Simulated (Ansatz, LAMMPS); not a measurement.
Ge well of 8 atomic layers along [001] in random Si0.3Ge0.7, interfaces sharp

Cell 17.02 × 17.02 × 45.68 Å, Si132Ge444, 576 atoms. Prepared with Tersoff's 1989 multicomponent potential (SiCGe.tersoff) run with LAMMPS: minimisation. 

All values below come from PBE, support functions at accuracy medium on the grid of 370 eV (norm-conserving potentials; Ansatz, an electronic-structure program).

Basis: localised support functions (accuracy medium) on a full density matrix. k-points: zone centre alone; occupations: Fermi-Dirac, 0.010 eV; spin polarisation not allowed. Scalar-relativistic, no spin-orbit coupling.

```
Quantity                                                                                          Value
----------------------------------------------  -------------------------------------------------------
Kohn-Sham gap of the cell on its k-mesh                                                         0.31 eV
weight of the highest filled level on the well                                                     0.51
weight of the lowest empty level on the well                                                       0.28
coordination (neighbours within 2.922 Å)                                                 100.0 % 4-fold
Ge-Ge bonds, mean ± spread                                                              2.484 ± 0.007 Å
Ge-Si bonds, mean ± spread                                                              2.437 ± 0.008 Å
Si-Si bonds, mean ± spread                                                              2.390 ± 0.008 Å
bond angles, mean ± spread                                                                109.5° ± 1.1°
pressure                                                                                       0.00 GPa
cost of the final run                           very roughly 40 core-minutes, 16 SCF iterations, 12 GiB
```
